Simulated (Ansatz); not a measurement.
Te on a O site (middle of the slab) in a 2x2 cell of the 1x1 (10-10) surface of wurtzite ZnO (cut with top plane O + Zn)

Host crystal: wurtzite ZnO, with a band gap (PBE, scalar-relativistic without spin-orbit coupling).

All values below come from PBE (plane waves to 420 eV, PAW; Ansatz, an electronic-structure program).

Set-up: 64 atoms, 9.4 Å thick at the start (thin: gaps and levels are the slab's own); mesh 3x2x1; 0.01 eV smearing; dipole correction on; 12 atoms held, the rest relaxed; start symmetry kept, larger cells not searched; no spin, no spin-orbit, no U.

```yaml
formation energy against ½ O2(g), trigonal Te: 430 kJ/mol
change_of_the_step_from_the_bottom_to_the_top_vacuum_level_against_the_clean_slab: 0.14 eV
energy_released_by_relaxation: 8.55 eV
largest_move_of_a_host_atom: 0.77 Å
```
